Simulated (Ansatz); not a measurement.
# NH2 on the 1x1 (0001) surface of corundum (cut with top plane Al), one in a 1x1 cell, started at the site 'bridge O-O (span 2.6 Å)'

Host crystal: corundum, with a band gap (PBE, scalar-relativistic without spin-orbit coupling).

Method: PBE (plane waves to 420 eV, PAW; Ansatz, a quantum-chemistry and plane-wave program).

Set-up: 23 atoms, 6.7 Å thick at the start under the adsorbate (thin: gaps and levels are the slab's own); mesh 6x6x1; 0.01 eV smearing; dipole correction on; 9 atoms held, the rest relaxed; no symmetry held; spin-polarised, ending with about 1.0 μB a cell; orders that need a larger cell were not tried, no spin-orbit, no U, no dispersion correction. At the end it is bonded to Al. In PBE it is, or lies within 0.03 eV of, the lowest of the starts that converged.

```yaml
adsorption energy against NH3(g) − ½ H2(g): 1.10 eV
gap_of_the_slab_on_its_k_mesh: 0.17 eV
highest_filled_level_below_the_top_vacuum_level: 4.89 eV
change_of_the_step_from_the_bottom_to_the_top_vacuum_level_against_the_clean_slab: -1.48 eV
energy_released_by_relaxation: 11.96 eV
height of the binding atom over the mean of the host atoms within 0.3 Å of the top one: 3.450 bohr
magnetic_moment_of_the_cell: 1.00 μB
nearest_host_atoms_of_the_binding_atom: Al at 1.88 Å, O at 2.74 Å, O at 3.03 Å
largest_move_of_a_host_atom: 0.44 Å
caution: the clean host was not checked against rearrangement in a larger or rattled cell
note: in the relaxation the adsorbate left its starting site by 1.8 Å
cost: around 40 core-minutes (rough)
```

A negative adsorption energy means that the adsorbate is more stable on the surface than in its reference.
